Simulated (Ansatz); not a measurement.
Start from TiO2 in the rutile structure (space group P4_2/mnm, No. 136; a = 4.643 Å, c = 2.964 Å). Axes: x, y, z lie along a, b, c of the conventional cell.

Structures relaxed with PBE/PAW in Ansatz (a first-principles code), no SOC.

Base:

Simulated powder pattern, Cu Kα1, λ = 1.54056 Å (kinematic, ideal powder, no thermal factors, no anomalous dispersion; the 10 strongest lines at most, above 2 %, up to 2θ = 90°):

| 2θ (°) | I/Imax (%) | hkl |
|---|---|---|
| 27.14 | 100 | (110) |
| 35.92 | 45 | (101) |
| 40.99 | 19 | (111) |
| 53.86 | 59 | (211) |
| 55.96 | 18 | (220) |
| 62.64 | 8.2 | (002) |
| 63.28 | 8.6 | (310) |
| 68.31 | 22 | (301) |
| 69.54 | 10 | (112) |
| 88.89 | 7.9 | (222) |

Perturbation: uniaxial strain ε_zz = −1.80 %, all other strain components held at zero, atoms relaxed at fixed cell.

After the change:

Simulated powder pattern, Cu Kα1, λ = 1.54056 Å (kinematic, ideal powder, no thermal factors, no anomalous dispersion; the 10 strongest lines at most, above 2 %, up to 2θ = 90°):

```
2θ (°)  I/Imax (%)    hkl
------  ----------  -----
27.14          100  (110)
36.40           44  (101)
41.42           18  (111)
43.55          6.8  (210)
54.22           57  (211)
55.96           18  (220)
63.28          8.7  (310)
63.92          7.7  (002)
68.62           21  (301)
70.76          9.8  (112)
```

The indices refer to the base's conventional cell; one index is shown for lines that coincide.

Stability against distortions was not tested. The final runs are not spin-polarised.
